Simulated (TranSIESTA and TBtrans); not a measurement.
Run with TranSIESTA and TBtrans (open boundaries, self-consistent; PseudoDojo norm-conserving potentials, scalar-relativistic): Spin polarized, PAO.BasisSize SZP, PAO.EnergyShift 0.15 eV, XC.Authors PBE, Mesh.Cutoff 200 Ry, ElectronicTemperature 300 K, TS.Voltage 0.0 eV, TBT.Elecs.Eta 0.001 eV.

System: Ag chain with one Co atom in place of Ag. Leads: straight Ag chain, spacing 2.65 Å. Geometry: 3 atoms about the centre moved by SIESTA (PBE, DZP) to a largest force of 0.03 eV/Å, all others as built, motion along the axis alone. Transport runs along z; the first 4 and the last 4 of the 15 atoms are the lead cells, repeated to infinity.

```xyz
15
Lattice="9.000 0.000 0.000 0.000 9.000 0.000 0.000 0.000 39.300" Properties=species:S:1:pos:R:3 pbc="F F T"
Ag     4.500     4.500     0.000
Ag     4.500     4.500     2.650
Ag     4.500     4.500     5.300
Ag     4.500     4.500     7.950
Ag     4.500     4.500    10.600
Ag     4.500     4.500    13.250
Ag     4.500     4.500    15.882
Co     4.500     4.500    18.325
Ag     4.500     4.500    20.761
Ag     4.500     4.500    23.400
Ag     4.500     4.500    26.050
Ag     4.500     4.500    28.700
Ag     4.500     4.500    31.350
Ag     4.500     4.500    34.000
Ag     4.500     4.500    36.650
```
Starting moments (μB): atom 8 +2.5.

Give the largest eigenchannel transmissions at the Fermi level (four at most) and the total.

Up: 1.00 (total 1.00); down: 0.99 (total 0.99). Moments were seeded on the central atoms alone, and one start was tried. The straight chain is held at its spacing; free chains may zigzag or dimerise.
